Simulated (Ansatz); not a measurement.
Results of r²SCAN+rVV10 in Ansatz (PAW) for Sr3Sn2O7 (model structure, started from the Sr3Ti2O7 type, I4/mmm, No. 139, 12 atoms in the cell).

Settings: plane-wave cutoff 560 eV, 12×12×12 k mesh, Fermi–Dirac smearing 0.01 eV, scalar-relativistic PAW data made under PBE.

Cell (relaxed at this level):

Sn₂Sr₃O₇ is modelled in the tetragonal space group I4/mmm (No. 139), Pearson symbol tI24. Cell: a = 4.0497 Å, b = 4.0497 Å, c = 20.6172 Å, α = 90.00°, β = 90.00°, γ = 90.00°. Sr1 on 2b sees 12 O at 2.844–2.864 Å (cuboctahedral). Sr2 on 4e sees 1 O at 2.396 Å and 4 O at 2.730 Å and 4 O at 2.875 Å. Sn on 4e is coordinated by 6 O at 2.025–2.043 Å (octahedral). O1 on 2a sees 2 Sn at 2.040 Å and 4 Sr at 2.864 Å (octahedral). O2 on 8g is coordinated by 2 Sn at 2.025 Å and 4 Sr at 2.730–2.844 Å (octahedral). O3 on 4e is surrounded by 1 Sn at 2.043 Å and 1 Sr at 2.396 Å and 4 Sr at 2.875 Å (octahedral). (Neighbours: up to the widest gap in distance over summed covalent radii, below 1.35, at either atom; cation-cation and far metal-metal contacts left out.)
(The calculation used a cell of 12 atoms; values per cell refer to that cell.)

Predict the band gap.


- band gap = 3.04 eV (on the SCF k mesh)

Note: the relaxation could raise the start's symmetry but not lower it, so the cell can be a saddle point.

Spin–orbit coupling is not included.

Static lattice: no zero-point or thermal effects.

A model structure was made by putting elements into a prototype or built by hand; it is no filed structure, need not be a known phase, and can be a saddle point held by its symmetry.

Ansatz is a program for electronic structure.
